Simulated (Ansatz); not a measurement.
Consider Si in the diamond structure (space group Fd-3m, No. 227; a = 5.444 Å). Axes: x, y, z lie along the cube axes.

Modification: compressive biaxial strain of 2.50 % in the plane normal to [111], as in epitaxy on a mismatched substrate; the out-of-plane cell vector and the atoms relax.

Level of theory: DFT with r2SCAN, PAW potentials and a 500 eV plane-wave cutoff in Ansatz (a first-principles code), scalar-relativistic without spin-orbit coupling.

**Question.** Give the band edges at the high-symmetry points of the new zone, measured from its valence-band maximum.

**Answer.** 
```json
[
 {"point": "Γ", "valence edge (eV)": "0.00", "conduction edge (eV)": "2.23"},
 {"point": "T", "valence edge (eV)": "-1.21", "conduction edge (eV)": "2.26"},
 {"point": "H₂", "valence edge (eV)": "-4.29", "conduction edge (eV)": "4.12"},
 {"point": "H₀", "valence edge (eV)": "-4.29", "conduction edge (eV)": "4.12"},
 {"point": "L", "valence edge (eV)": "-1.42", "conduction edge (eV)": "1.71"},
 {"point": "S₀", "valence edge (eV)": "-2.91", "conduction edge (eV)": "1.09"},
 {"point": "S₂", "valence edge (eV)": "-2.91", "conduction edge (eV)": "1.09"},
 {"point": "F", "valence edge (eV)": "-3.07", "conduction edge (eV)": "0.51"}
]
```

The gap is 0.51 eV, indirect, Γ → F–Γ (13 % along).

Semilocal Kohn–Sham gaps tend to fall short of experiment. Whether these cells are dynamically stable was not tested. k-point labels follow each cell's own Brillouin zone.
